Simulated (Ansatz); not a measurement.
The starting structures come from a database of crystals and need not be the phases stable at ambient conditions.

The decay constant κ of evanescent states in the gap governs leakage through a thin film.

Input:

```yaml
crystal:
  lattice:
    - [4.86506, 0.00000, 0.00000]
    - [0.00000, 11.78116, 0.00000]
    - [2.43253, 5.89058, 2.43253]
  atoms:
    - { symbol: Hg, position: [0.00000, 0.11223, 0.00000] }
    - { symbol: Hg, position: [0.00000, 0.88777, 0.00000] }
    - { symbol: I, position: [0.00000, 0.34919, 0.00000] }
    - { symbol: I, position: [0.00000, 0.65081, 0.00000] }
```

Space group of this cell: I4/mmm. The cell was relaxed by PBE-D3(BJ); by PBEsol its mean pressure is -0.9 GPa.

Transport runs along the normal of the first two printed cell vectors, the (100) plane of the conventional cell.

The gap is the functional's own. No spin-orbit coupling. Mid-gap values are interpolated on the energy grid.

Problem. Compute, with PBEsol (Ansatz, a program for electronic structure), the band gap and the smallest decay constant κ at mid-gap.

Solution. Gap 1.15 eV on a 12×12×12 mesh; κ = 0.201 1/Å, at the zone centre.
